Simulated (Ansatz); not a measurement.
By hand: formation energy of GaN (zinc blende, F-43m) from the elements

We look at the formation energy of GaN (zinc blende, F-43m) from the elements. Reaction: Ga (Cmce) + 1/2 N2 (gas) → GaN (zinc blende). Negative: the products are lower in energy. The value is per atom of the solid.

GaN (zinc blende, F-43m), 2 atoms in the cell. Conventional cell: a = b = c = 4.5485 Å, α = β = γ = 90.00°.

Method: Ansatz (a quantum-chemistry and plane-wave program), PAW, neutral cells at 0 K with nuclei at rest, on structures from PBE. Ansatz runs with its default PAW set. Other levels take these structures, unless marked own geometry. The lattices are those relaxed with PBE, so at other levels the solids can be strained, which adds to the spread. A dispersion term (D3(BJ), or D4 for r2SCAN) was computed beside these levels and is taken off wherever the name lacks it.

Total energies of the cells in eV, at zero smearing width. They compare only within one column; the weights balance every element.

```json
[
 {"cell": "GaN (zinc blende)", "atoms": "2", "weight": "+4", "r2SCAN": "-4176.35787", "r2SCAN (own geometry)": "-4176.37320"},
 {"cell": "Ga (Cmce)", "atoms": "4", "weight": "−1", "r2SCAN": "-15161.02595", "r2SCAN (own geometry)": "-15161.07351"},
 {"cell": "N2 (gas)", "atoms": "2", "weight": "−2", "r2SCAN": "-769.61785", "r2SCAN (own geometry)": "-769.62400"}
]
```

r2SCAN: 4 × (-4176.35787) − (-15161.02595) − 2 × (-769.61785) = -5.170 eV; dividing by 8 atoms gives -0.65 eV/atom.

r2SCAN (own geometry): 4 × (-4176.37320) − (-15161.07351) − 2 × (-769.62400) = -5.171 eV; dividing by 8 atoms gives -0.65 eV/atom.

What follows from the r2SCAN value: A formula unit of GaN has 2 atoms, so it forms with -0.6462 × 2 = -1.292 eV, or -124.7 kJ/mol at 96.485 kJ/mol per eV.
